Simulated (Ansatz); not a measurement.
Cost and result by functional for the ionisation potential of the (100) surface of cubic BaHfO3 in its 1x1 cell (cut with top plane Ba + O, bottom plane Ba + O), relaxed from an ideal cut (the real face may reconstruct), outermost plane spacing 2.10 Å in the ideal cut (one of several cuts of this face), with 1 Ba, 1 O a cell over the bulk's ratio, in Ansatz (plane waves, PAW). Single points on the PBE structure, on one kind of machine; costs are rough ratios of the slab run's core time (references not counted) to the cheapest single point. r2SCAN's cost holds its higher cutoff (500 against 420 eV). Differences are taken against HSE06 for comparison alone: no measured value is at hand, so the table doesn't rank accuracy. HSE06 ran on a coarser k-mesh, which lowers its cost and carries part of its shift.

Set-up: 17 atoms, Ba4Hf3O10, 12.6 Å thick at the start; mesh 6x6x1; 0.025 eV smearing; dipole correction on; all atoms relaxed; held to the start's symmetry, so lower structures may exist; no spin, no spin-orbit, no U. These notes are the PBE run's.

```
functional                     relative cost  ionisation potential (eV)  less HSE06 (eV)
-----------------------------  -------------  -------------------------  ---------------
LDA                                        1                       4.30            -0.50
RPBE                                       1                       3.82            -0.99
PBEsol                                     1                       4.02            -0.79
r2SCAN                                     2                       4.14            -0.67
HSE06                                     10                       4.81             0.00
PBE (the relaxed run's value)              –                       3.96            -0.85
```

The values span 0.99 eV, while the single points' costs differ by a factor of roughly 10. Differences are of unrounded values.

Ansatz is a quantum-chemistry and plane-wave program.
